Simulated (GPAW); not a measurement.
Band structure of PbO₂ (P4_2/mnm, 6 atoms in the cell).

```
CELL_PARAMETERS angstrom
      4.96000     0.00000     0.00000
      0.00000     4.96000     0.00000
      0.00000     0.00000     3.39000
ATOMIC_POSITIONS crystal
  Pb 0.00000 0.00000 0.00000
  Pb 0.50000 0.50000 0.50000
  O  0.30700 0.30700 0.00000
  O  0.80700 0.19300 0.50000
  O  0.19300 0.80700 0.50000
  O  0.69300 0.69300 0.00000
```

Method of the run: PBE, GPAW PAW datasets PBE (gpaw-data 1.0.1) (plane waves; GPAW 25.7.0).

Settings: mode = pw; ecut = 950 eV; xc = PBE; kpts = 5 5 7; mesh shift (steps) = 0 0 0; occupations.name = methfessel-paxton; occupations.width = 0.1 eV; occupations.order = 0; nbands = -10; convergence.density = 1e-05 e/electron; convergence.energy = 1e-05 eV/electron; symmetry.symmorphic = false; symmetry.tolerance = 0.0005; maxiter = 120.

The starting cell has typed, rounded lattice constants, without a prior relaxation at this level. Spin-orbit coupling is off. The run gives no clean gap (levels at the Fermi energy touch, overlap or are partly filled at this smearing), which alone does not show that the compound is a metal.

Levels in eV from the Fermi level, bands 23 to 30:
```csv
point,23,24,25,26,27,28,29,30
Γ,-0.66,-0.62,-0.62,-0.60,0.03,4.44,5.91,5.91
X,-0.67,-0.67,-0.43,-0.43,2.57,2.57,6.54,6.54
M,-0.68,-0.68,-0.54,-0.54,3.00,3.00,6.83,6.83
Z,-1.19,-1.19,-0.85,-0.85,3.92,3.92,8.99,8.99
R,-0.85,-0.85,-0.21,-0.21,4.23,4.23,7.42,7.42
A,-0.73,-0.73,-0.59,-0.59,2.96,2.96,8.41,8.41
```

No band crosses the Fermi level by more than 0.03 eV along this path.
